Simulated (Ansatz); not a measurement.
Alloy series in GaAs

Base system: GaAs in the zinc blende structure (space group F-43m, No. 216; a = 5.659 Å).

The other end (x = 1) is InAs in the zinc blende structure (space group F-43m, No. 216): 28.20 Å³/atom, gap zero.

In replaces a fraction x of Ga; each row is one arrangement (x, atoms in the cell, starting space group or random), fully relaxed.

Computed with DFT with PBEsol, PAW potentials and a 420 eV plane-wave cutoff in Ansatz (an electronic-structure program), without spin-orbit coupling, earlier PAW set.

Notes on the quantities. mixing energy: to 0.01 eV only: unlike meshes or grids.

```tsv
change	density	mixing energy	shortest interatomic distance	band gap
base	5.30 g/cm³	–	2.451 Å	0.42 eV
x(In) = 0.25, 8 atoms, P-4m2	5.40 g/cm³	+0.01 eV/atom	2.460 Å	0.08 eV
x(In) = 0.333, 6 atoms, P3m1	5.41 g/cm³	___	___	zero
x(In) = 0.5, 4 atoms, P-4m2	5.48 g/cm³	+0.02 eV/atom	2.478 Å	zero
x(In) = 0.75, 8 atoms, Amm2	5.53 g/cm³	+0.02 eV/atom	2.486 Å	zero
```

Problem. Complete the table.

Solution. 
- x(In) = 0.333, 6 atoms, P3m1, mixing energy: +0.03 eV/atom
- x(In) = 0.333, 6 atoms, P3m1, shortest interatomic distance: 2.442 Å

Each cell is one ordered arrangement of few atoms, which overstates ordering effects compared with a random alloy. Stability against distortions was not tested. All final runs are without spin polarisation. Gaps under 0.05 eV, about the width of the smearing, are given as zero. The zero or small gap of InGa3As4, InAs, InGa2As3 and InGaAs2 can change with the level of theory.
